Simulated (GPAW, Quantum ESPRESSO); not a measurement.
A Quantum ESPRESSO input for a self-consistent single point of AlV₂C (P6_3/mmc, 8 atoms in the cell) (DFT, PBE, plane waves, PseudoDojo standard norm-conserving (PBE) pseudopotentials):

```fortran
&control
   calculation = 'scf'
   prefix = 'scf'
   outdir = './out'
   pseudo_dir = './'
   tprnfor = .true.
   tstress = .true.
/
&system
   ibrav = 0
   nat = 8
   ntyp = 3
   ecutwfc = 85
   occupations = 'smearing'
   smearing = 'gaussian'
   degauss = 0.0099958
/
&electrons
   conv_thr = 1.0d-10
/
ATOMIC_SPECIES
Al    26.9815  Al.upf
V     50.9415  V.upf
C     12.0110  C.upf
ATOMIC_POSITIONS crystal
Al    0.3333333333    0.6666666667    0.2500000000
Al    0.6666666667    0.3333333333    0.7500000000
V     0.3333333333    0.6666666667    0.5863800000
V     0.6666666667    0.3333333333    0.4136200000
V     0.6666666667    0.3333333333    0.0863800000
V     0.3333333333    0.6666666667    0.9136200000
C     0.0000000000    0.0000000000    0.0000000000
C     0.0000000000    0.0000000000    0.5000000000
K_POINTS automatic
12 12 3  0 0 0
CELL_PARAMETERS angstrom
   2.8523711461     0.0000000000     0.0000000000
  -1.4261855730     2.4702258735     0.0000000000
   0.0000000000     0.0000000000    12.9449410000
```

Give the GPAW input for the same structure, mesh, smearing and functional.

One input that does it (others would too):

```python
from ase import Atoms
from ase.units import GPa
from gpaw import GPAW

atoms = Atoms(['Al', 'Al', 'V', 'V', 'V', 'V', 'C', 'C'],
              cell=[[2.852371, 0.000000, 0.000000],
                    [-1.426186, 2.470226, 0.000000],
                    [0.000000, 0.000000, 12.944941]],
              positions=[[-0.000002, 1.646818, 3.236235],
                         [1.426187, 0.823408, 9.708706],
                         [-0.000002, 1.646818, 7.590655],
                         [1.426187, 0.823408, 5.354286],
                         [1.426187, 0.823408, 1.118184],
                         [-0.000002, 1.646818, 11.826757],
                         [0.000000, 0.000000, 0.000000],
                         [0.000000, 0.000000, 6.472471]],
              pbc=True)

calc = GPAW(mode={'name': 'pw', 'ecut': 950},
            xc='PBE',
            kpts={'size': (12, 12, 3), 'gamma': True},
            occupations={'name': 'methfessel-paxton', 'width': 0.136, 'order': 0},
            nbands=-12,
            convergence={'density': 1e-05},
            symmetry={'symmorphic': False, 'tolerance': 0.0005},
            maxiter=120,
            txt='-')

atoms.calc = calc

energy = atoms.get_potential_energy()
print('Energy (eV):', round(energy, 6))
forces = atoms.get_forces()
print('Forces (eV/Ang):')
print(forces.round(5))
stress = atoms.get_stress()
print('Stress (GPa, Voigt):', (stress / GPa).round(4))
```

Basis, cutoffs, solver keys and any potentials are the target program's own. This input uses DFT PBE, plane waves, GPAW PAW datasets PBE (gpaw-data 1.0.1).

The starting cell comes from a database of computed structures (which also holds hypothetical and non-ambient phases and stackings), without a prior relaxation at this level. Its lattice was rescaled by a random factor within 2.5 % of one.
